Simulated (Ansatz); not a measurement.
```
CELL_PARAMETERS angstrom
     11.00000     0.00000     0.00000
      0.00000    11.00000     0.00000
      0.00000     0.00000     4.69998
ATOMIC_POSITIONS crystal
  Ba 0.50000 0.50000 0.00000
  O  0.50000 0.50000 0.50000
```

Calculation: PBE (plane waves to 420 eV, PAW; Ansatz, a program for electronic structure). Mesh 1×1×62. No spin polarisation. Periodic along z alone, with about 11 Å of vacuum beside it. A hypothetical model. It keeps the symmetry and period of its start, so it need not be a minimum against all distortions. Pairing along the axis, which can open a gap, is among the distortions not tried. On relaxing, bonds broke or formed, so the name tells the start alone.

Question: Tabulate the two highest filled and two lowest empty levels along the axis, from the valence top.

Answer: 
```tsv
k (2π/c)	v2 (eV)	v1 (eV)	c1 (eV)	c2 (eV)
0.000	-1.62	0.00	0.17	–
0.042	-1.64	-0.05	0.18	–
0.083	-1.67	-0.20	0.21	–
0.125	-1.72	-0.43	0.26	–
0.167	-1.79	-0.73	0.34	–
0.208	-1.87	-1.07	0.44	–
0.250	-1.94	-1.42	0.55	–
0.292	-2.02	-1.77	–	–
0.333	-2.09	-2.09	–	–
0.375	-2.14	-2.14	–	–
0.417	-2.19	-2.19	–	–
0.458	-2.21	-2.21	–	–
0.500	-2.22	-2.22	–	–
```
A dash stands for levels within 1 eV of the vacuum level or above it.
